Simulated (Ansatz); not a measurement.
CsCl-type CuZn: PBE at its full settings (plane-wave cutoff 520 eV, 18×18×18 k mesh, Fermi–Dirac smearing 0.05 eV, no spin polarisation, scalar-relativistic PAW data made under PBE) and at cheaper ones, in a cell of 2 atoms with Γ-centred meshes.

| level and setting | equilibrium lattice constant a (Å) | bulk modulus B0 (GPa) |
|---|---|---|
| PBE (Ansatz) | 2.964 | 115 |
| PBE (Γ point alone) (Ansatz) | 3.050 | 99.6 |
| PBE (2×2×2 k mesh) (Ansatz) | 2.932 | 132 |
| PBE (4×4×4 k mesh) (Ansatz) | 2.956 | 121 |
| PBE (6×6×6 k mesh) (Ansatz) | ? | ? |
| PBE (Fermi-Dirac smearing of 0.3 eV) (Ansatz) | 2.966 | 113 |

Q: Fill in the missing entries.

A: 
- PBE (6×6×6 k mesh) (Ansatz, a first-principles code), equilibrium lattice constant a (Å): 2.969
- PBE (6×6×6 k mesh) (Ansatz), bulk modulus B0 (GPa): 110

Largest shifts from the full settings: lattice constant a +2.90 % (PBE (Γ point alone)), against a difference of +0.20 % of the full result from the reference 2.958 Å (measured, temperature not stated, not corrected to a static lattice; as tabulated in First-Principles Study on the Electrical and Thermal Conductivities of Cu–Zn …); bulk modulus +14.8 % (PBE (2×2×2 k mesh)), against a difference of -0.9 % of the full result from the reference 116 GPa (measured, temperature not stated, not corrected to a static lattice; as tabulated in Nepal et al. (2020), arXiv:2007.11150).

Ansatz's density-functional and Hartree–Fock values are scalar-relativistic unless marked +SOC, with PAW data made under PBE.

Run with cheap settings on purpose, which may leave them unconverged: PBE (2×2×2 k mesh), PBE (4×4×4 k mesh), PBE (6×6×6 k mesh), PBE (Fermi-Dirac smearing of 0.3 eV), PBE (Γ point alone).
